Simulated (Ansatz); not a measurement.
**ZrO2, pressure series**

Start from ZrO2 in the fluorite structure (space group Fm-3m, No. 225; a = 5.089 Å).

Cell and atoms are relaxed at each pressure.

Level of theory: Kohn–Sham DFT with the r2SCAN functional, run in Ansatz (a first-principles code) with PAW and 500 eV plane waves, without spin-orbit coupling.

Candidates:
(a) pressure 0.3 GPa
(b) pressure 7.5 GPa
(c) pressure −2 GPa

Base values:

| Quantity | Value |
|---|---|
| Band gap | 3.89 eV |

**Question.** Order them by band gap, lowest first.

**Answer.** (c) pressure −2 GPa (3.86 eV), (a) pressure 0.3 GPa (3.89 eV), (b) pressure 7.5 GPa (3.97 eV)

Load acts through the strain it causes; cell and atoms are relaxed under it. Whether these cells are dynamically stable was not tested. Competing high-pressure phases were not computed. This is not the structure that ZrO2 has at room temperature and ambient pressure.
